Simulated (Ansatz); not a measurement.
LaZrNO2 (Pnma, No. 62, 20 atoms in the cell; start mp-1222900) was calculated with LDA in Ansatz (PAW).

Run with plane-wave cutoff 520 eV, 6×4×6 k mesh (along the axes of the cell as run), Fermi–Dirac smearing 0.01 eV, scalar-relativistic PAW data made under PBE.

Cell (relaxed with PBEsol):

```cif
data_La4N4O8Zr4
_chemical_formula_sum 'La4 Zr4 N4 O8'
_space_group_name_H-M_alt 'P 1'
_space_group_IT_number 1
_cell_length_a 5.72999
_cell_length_b 8.44266
_cell_length_c 5.70171
_cell_angle_alpha 90.000
_cell_angle_beta 90.000
_cell_angle_gamma 90.000
loop_
_space_group_symop_operation_xyz
  'x, y, z'
loop_
_atom_site_label
_atom_site_type_symbol
_atom_site_fract_x
_atom_site_fract_y
_atom_site_fract_z
_atom_site_occupancy
La1 La 0.53179 0.25000 0.48884 1
La2 La 0.46821 0.75000 0.51116 1
La3 La 0.96821 0.75000 0.98884 1
La4 La 0.03179 0.25000 0.01116 1
Zr1 Zr 0.00000 0.00000 0.50000 1
Zr2 Zr 0.50000 0.00000 0.00000 1
Zr3 Zr 0.50000 0.50000 0.00000 1
Zr4 Zr 0.00000 0.50000 0.50000 1
N1 N 0.97388 0.25000 0.42644 1
N2 N 0.02612 0.75000 0.57356 1
N3 N 0.52612 0.75000 0.92644 1
N4 N 0.47388 0.25000 0.07356 1
O1 O 0.81962 0.03221 0.81980 1
O2 O 0.18038 0.96779 0.18020 1
O3 O 0.68038 0.96779 0.31980 1
O4 O 0.31962 0.03221 0.68020 1
O5 O 0.31962 0.46779 0.68020 1
O6 O 0.68038 0.53221 0.31980 1
O7 O 0.18038 0.53221 0.18020 1
O8 O 0.81962 0.46779 0.81980 1
```

Problem. Predict the band gap.

Solution. 
band gap: 1.56 eV

Note: cell and atoms aren't relaxed at this level (pressure -4.1 GPa).

Spin–orbit coupling is not included.

The computed numbers hold no vibrational or temperature effects.

Cost on a shared machine: roughly 4 core-minutes.

A start named mp-… is a Materials Project structure, which need not be a measured phase.

Ansatz is a program for electronic structure.
